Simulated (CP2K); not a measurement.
Input and output of a self-consistent single point for Zr2Al (I4/mcm, 6 atoms in the cell) (CP2K).

Method of the run: LDA (Pade form), GPW, DZVP-MOLOPT-SR-GTH basis, GTH-PADE potentials (GTH_POTENTIALS) (CP2K).

```
Zr2Al
1.0
    5.50520     0.00000     0.00000
   -2.91018     4.67313     0.00000
   -1.29751    -2.33656     4.81292
Zr Al
4 2
Direct
  0.34860   0.15140   0.50000
  0.65140   0.84860   0.50000
  0.15140   0.65140   0.80280
  0.84860   0.34860   0.19720
  0.25000   0.25000   0.00000
  0.75000   0.75000   0.00000
```

Reference input (self-consistent single point, DFT PBEsol, GPW, DZVP-MOLOPT-SR-GTH basis, GTH-PBE potentials (GTH_POTENTIALS)): CUTOFF = 500 Ry; REL_CUTOFF = 50 Ry; SMEAR/METHOD = GAUSSIAN; SIGMA = 0.1 eV; KPOINTS/SCHEME = MONKHORST-PACK 5 5 5; XC_FUNCTIONAL = PBE:PBESOL; Zr/BASIS_SET = DZVP-MOLOPT-SR-GTH-q12; Zr/POTENTIAL = GTH-PBE-q12; Al/BASIS_SET = DZVP-MOLOPT-SR-GTH-q3; Al/POTENTIAL = GTH-PBE-q3; METHOD = GPW; EPS_DEFAULT = 1e-10. This run's input differs from it in these lines:

```diff
@@ -43,6 +43,3 @@
     &XC
-      &XC_FUNCTIONAL
-        &PBE
-          PARAMETRIZATION PBESOL
-        &END PBE
+      &XC_FUNCTIONAL PADE
       &END XC_FUNCTIONAL
@@ -81,3 +78,3 @@
       BASIS_SET DZVP-MOLOPT-SR-GTH-q12
-      POTENTIAL GTH-PBE-q12
+      POTENTIAL GTH-PADE-q12
     &END KIND
@@ -85,3 +82,3 @@
       BASIS_SET DZVP-MOLOPT-SR-GTH-q3
-      POTENTIAL GTH-PBE-q3
+      POTENTIAL GTH-PADE-q3
     &END KIND
```

Log, with long lists cut:

```
 SCF WAVEFUNCTION OPTIMIZATION

  Step     Update method      Time    Convergence         Total energy    Change
     1 NoMix/Diag. 0.30E+00      -     1.79672717      -194.5398210215 -1.95E+02
     2 Broy./Diag. 0.30E+00      -     0.02808393      -195.5131120177 -9.73E-01
     3 Broy./Diag. 0.30E+00      -     0.08663794      -194.0496153851  1.46E+00
     4 Broy./Diag. 0.30E+00      -     0.00823511      -193.0808629205  9.69E-01
     5 Broy./Diag. 0.30E+00      -     0.00529766      -193.0482561209  3.26E-02
     6 Broy./Diag. 0.30E+00      -     0.00139545      -193.0214086975  2.68E-02
   [... 3 lines left out ...]
    10 Broy./Diag. 0.30E+00      -     0.00001180      -193.0140886786  5.52E-04
    11 Broy./Diag. 0.30E+00      -     0.00000421      -193.0140804741  8.20E-06
    12 Broy./Diag. 0.30E+00      -     0.00000139      -193.0141132082 -3.27E-05
    13 Broy./Diag. 0.30E+00      -     0.00000028      -193.0141294724 -1.63E-05
  *** SCF run converged in    13 steps ***

  Overlap energy of the core charge distribution:               0.00000000000002
  Self energy of the core charge distribution:               -356.99996201511220
  Core Hamiltonian energy:                                     78.13399487738860
  Hartree energy:                                             110.86784280024015
  Exchange-correlation energy:                                -25.01467721581717
  Smearing free energy correction:                             -0.00132791818629
  Fermi energy:                                                 0.34563451670711

  Total energy:                                              -193.01412947239399
  Total energy (extrapolated to sigma->0):                   -193.01346551330084

   [... lines left out ...]

 STRESS| Analytical stress tensor [bar]
 STRESS|                        x                   y                   z
 STRESS|      x       -4.56832580183E+04  -4.18775025800E+02   4.06428491071E-02
 STRESS|      y       -4.18775025800E+02  -4.62047744577E+04   1.21113989486E-01
 STRESS|      z        4.06428491071E-02   1.21113989486E-01  -4.54503781048E+04
 STRESS| 1/3 Trace                                            -4.57794701936E+04
```

The run converged in 13 iterations. Against the reference run the pressure goes from -0.81 to -4.58 GPa and the largest force goes from 0.022 to 0.001 eV/Å.

The starting cell comes from a database of computed structures (which also holds hypothetical and non-ambient phases and stackings), without a prior relaxation at this level. Its lattice was rescaled by a random factor within 2.5 % of one. Values carry the incompleteness of an atom-centred basis. With a pressure of about -5 GPa the cell is away from its equilibrium volume at this level.

Cost on one core of a shared machine: roughly 2 min.
